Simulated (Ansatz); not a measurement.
Results of r²SCAN (Ansatz, an electronic-structure program, plane waves, PAW) for C (model structure, Pnma, No. 62, 16 atoms in the cell).

Numerical settings: plane-wave cutoff 560 eV, 4×14×8 k mesh (along the axes of the cell as run), Fermi–Dirac smearing 0.01 eV, scalar-relativistic PAW data made under PBE.

Cell (relaxed at this level):

```cif
data_C16
_chemical_formula_sum 'C16'
_space_group_name_H-M_alt 'P 1'
_space_group_IT_number 1
_cell_length_a 9.05271
_cell_length_b 2.51586
_cell_length_c 4.14077
_cell_angle_alpha 90.000
_cell_angle_beta 90.000
_cell_angle_gamma 90.000
loop_
_space_group_symop_operation_xyz
  'x, y, z'
loop_
_atom_site_label
_atom_site_type_symbol
_atom_site_fract_x
_atom_site_fract_y
_atom_site_fract_z
_atom_site_occupancy
C1 C 0.81049 0.25000 0.69987 1
C2 C 0.47938 0.25000 0.90840 1
C3 C 0.69498 0.25000 0.42540 1
C4 C 0.03657 0.25000 0.93137 1
C5 C 0.68951 0.75000 0.19987 1
C6 C 0.02062 0.75000 0.40840 1
C7 C 0.80502 0.75000 0.92540 1
C8 C 0.46343 0.75000 0.43137 1
C9 C 0.18951 0.75000 0.30013 1
C10 C 0.52062 0.75000 0.09160 1
C11 C 0.30502 0.75000 0.57460 1
C12 C 0.96343 0.75000 0.06863 1
C13 C 0.31049 0.25000 0.80013 1
C14 C 0.97938 0.25000 0.59160 1
C15 C 0.19498 0.25000 0.07460 1
C16 C 0.53657 0.25000 0.56863 1
```

**Question.** Predict the band gap and smallest direct gap on the k points sampled.

**Answer.** 
band gap: 4.53 eV (indirect)
smallest direct gap on the k points sampled: 5.05 eV

Note: the relaxation could raise the start's symmetry but not lower it, so the cell can be a saddle point.

Static lattice: no zero-point or thermal effects.

Computing time: around 50 core-seconds (rough).

A model structure was made by putting elements into a prototype or built by hand; it is no filed structure, need not be a known phase, and can be a saddle point held by its symmetry.
